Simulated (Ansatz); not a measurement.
# A computed series for ZrSi2: response to strain

Consider ZrSi$_{2}$ (space group Cmcm, No. 63).

```
CELL_PARAMETERS angstrom
      1.85222    -7.39608     0.00000
      1.85222     7.39608     0.00000
      0.00000     0.00000     3.67894
ATOMIC_POSITIONS crystal
  Si 0.94684 0.05316 0.75000
  Si 0.05316 0.94684 0.25000
  Si 0.24979 0.75021 0.75000
  Si 0.75021 0.24979 0.25000
  Zr 0.60537 0.39463 0.75000
  Zr 0.39463 0.60537 0.25000
```

Cartesian axes are those of the cell as printed.

Strains are applied to the cell and any free atomic positions relax; under biaxial strain the out-of-plane vector relaxes too.

Calculations: PBE, PAW, 420 eV (Ansatz, a first-principles code; no SOC).

Notes on the quantities. energy relative to the base: free energy F; pressure: mean of the normal stresses, compression positive.

```csv
case,energy relative to the base,pressure,shortest interatomic distance
base,0 meV/atom,0.0 GPa,2.420 Å
"biaxial strain +1.21 %, plane normal [001], relaxed out of plane",+3.6 meV/atom,-1.9 GPa,2.419 Å
isotropic strain −3.06 %,+63 meV/atom,14.5 GPa,2.371 Å
uniaxial strain ε_yy = −4.77 %,+24 meV/atom,5.8 GPa,2.425 Å
```

Without a gap, meshes like the base's 13×13×13 leave anisotropic stresses uncertain by several tenths of a GPa, and small strain energies with them. Stability against distortions was not tested. The final runs are not spin-polarised.
